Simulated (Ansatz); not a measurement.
The starting structures come from a database of crystals and need not be the phases stable at ambient conditions.

The decay constant κ of evanescent states in the gap governs leakage through a thin film.

```yaml
crystal:
  lattice:
    - [5.84813, 0.00000, 0.00000]
    - [-0.03081, 8.30892, 0.00000]
    - [0.00000, 0.00000, 5.93687]
  atoms:
    - { symbol: Sr, position: [0.50917, 0.25057, 0.53875] }
    - { symbol: Sr, position: [0.49083, 0.74943, 0.46125] }
    - { symbol: Sr, position: [0.99083, 0.24943, 0.03875] }
    - { symbol: Sr, position: [0.00917, 0.75057, 0.96125] }
    - { symbol: Ca, position: [0.50000, 0.50000, 0.00000] }
    - { symbol: Ca, position: [0.00000, 0.00000, 0.50000] }
    - { symbol: Te, position: [0.50000, 0.00000, 0.00000] }
    - { symbol: Te, position: [0.00000, 0.50000, 0.50000] }
    - { symbol: O, position: [0.91961, 0.72772, 0.52653] }
    - { symbol: O, position: [0.08039, 0.27228, 0.47347] }
    - { symbol: O, position: [0.58039, 0.77228, 0.02653] }
    - { symbol: O, position: [0.41961, 0.22772, 0.97347] }
    - { symbol: O, position: [0.81299, 0.45348, 0.76676] }
    - { symbol: O, position: [0.18701, 0.54652, 0.23324] }
    - { symbol: O, position: [0.68701, 0.04652, 0.26676] }
    - { symbol: O, position: [0.31299, 0.95348, 0.73324] }
    - { symbol: O, position: [0.23313, 0.96084, 0.19154] }
    - { symbol: O, position: [0.76687, 0.03916, 0.80846] }
    - { symbol: O, position: [0.26687, 0.53916, 0.69154] }
    - { symbol: O, position: [0.73313, 0.46084, 0.30846] }
```

Space group of this cell: P2_1/c. The cell is taken as given; by r2SCAN its mean pressure is -4.5 GPa.

Transport runs along the normal of the first two printed cell vectors.

No gap correction and no spin-orbit coupling; mid-gap values are interpolated between computed energies.

### Question
Estimate the band gap and the smallest decay constant κ at mid-gap that r2SCAN in Ansatz (a first-principles code) returns for this system.

### Answer
Gap 3.87 eV on a 6×4×6 mesh; κ = 0.347 1/Å, at the zone centre.
